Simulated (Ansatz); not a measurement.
System: BeCdO₂ (model structure, started from the ScAlN2 type, P3m1, No. 156, 4 atoms in the cell). Method: PBE (plane waves, PAW; Ansatz, an electronic-structure program).

Settings: plane-wave cutoff 520 eV, 12×12×8 k mesh (along the axes of the cell as run), Fermi–Dirac smearing 0.01 eV, scalar-relativistic PAW data made under PBE.

Cell (relaxed at this level):

```yaml
crystal:
  lattice:
    - [3.08662, 0.00000, 0.00000]
    - [-1.54331, 2.67309, 0.00000]
    - [0.00000, 0.00000, 5.48134]
  atoms:
    - { symbol: Cd, position: [0.33333, 0.66667, 0.02632] }
    - { symbol: O, position: [0.33333, 0.66667, 0.42097] }
    - { symbol: Be, position: [0.66667, 0.33333, 0.51943] }
    - { symbol: O, position: [0.66667, 0.33333, 0.80328] }
```

Problem. Estimate the band gap and bulk modulus B0 that the calculation returns.

Solution. 
* **band gap**: 0.82 eV (on the SCF k mesh)
* **bulk modulus B0**: 107 GPa

Note: the bulk modulus is −V dP/dV from two relaxed cells at ±2 % in volume; the relaxation could raise the start's symmetry but not lower it, so the cell can be a saddle point.

Spin–orbit coupling is not included.

The computed numbers hold no vibrational or temperature effects.

Cost on a shared machine: about 2.9 core-minutes (a rough figure).

A model structure was made by putting elements into a prototype or built by hand; it is no filed structure, need not be a known phase, and can be a saddle point held by its symmetry.
